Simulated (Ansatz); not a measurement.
Take PbSe in the rock salt structure (space group Fm-3m, No. 225) as the base.

```
PbSe
1.0
    0.00000     3.10857     3.10857
    3.10857     0.00000     3.10857
    3.10857     3.10857     0.00000
Se Pb
1 1
Direct
  0.00000   0.00000   0.00000
  0.50000   0.50000   0.50000
```

All numbers come from DFT with PBE, PAW potentials and a 420 eV plane-wave cutoff in Ansatz (a quantum-chemistry and plane-wave program), without spin-orbit coupling.

One change was made to it. Results:

```tsv
quantity	base	after
volume per atom	30.04 Å³	23.81 Å³
band gap	0.43 eV	zero
```

### Question
Name the change that was made.
A. pressure −2 GPa
B. pressure 18 GPa
C. pressure 4.2 GPa
D. pressure −1 GPa

### Answer
B, pressure 18 GPa. For comparison, the band gap in the other runs: pressure −1 GPa gives 0.50 eV; pressure 4.2 GPa gives 0.18 eV; pressure −2 GPa gives 0.56 eV.

Spin-orbit coupling, missing from the scalar runs, can matter with Pb. Load acts through the strain it causes; cell and atoms are relaxed under it. Stability against distortions was not tested. No other phases were tried under pressure. All final runs are without spin polarisation. Gaps under 0.05 eV, about the width of the smearing, are given as zero. A zero or small gap of PbSe under pressure 18 GPa and PbSe under pressure 4.2 GPa can be the functional's error rather than a property of the material.
